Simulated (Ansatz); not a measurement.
## Sc under a change: Sc → Ce

The parent structure is Sc in the hcp (Mg type) structure (space group P6_3/mmc, No. 194; a = 3.277 Å, c = 5.086 Å).

It is then changed as follows: Ce takes the place of Sc on all its sites, then cell and atoms are relaxed.

Method: Ansatz (a quantum-chemistry and plane-wave program) PBEsol, spin-orbit coupling left out. k-mesh 17×17×9 (Γ-centred); smearing 0.05 eV (Fermi–Dirac), for the changed cell.

| quantity | base | changed | shift |
|---|---|---|---|
| volume per atom | 23.65 Å³ | 23.76 Å³ | +0.11 Å³ |
| density | 3.16 g/cm³ | 9.79 g/cm³ | +6.637 g/cm³ |
| c/a ratio | 1.552 | 1.793 | +0.241 |
| shortest interatomic distance | 3.170 Å | 3.128 Å | -0.042 Å |
| band gap | zero | zero | – |

Cost of the whole job for the changed cell (relaxation, final SCF and bands): very roughly 6 core-minutes.

Open 4f shells without U are poorly described, and the f state was not checked. Stability against distortions was not tested. Seeded moments were not kept for Sc → Ce. All final runs are without spin polarisation.
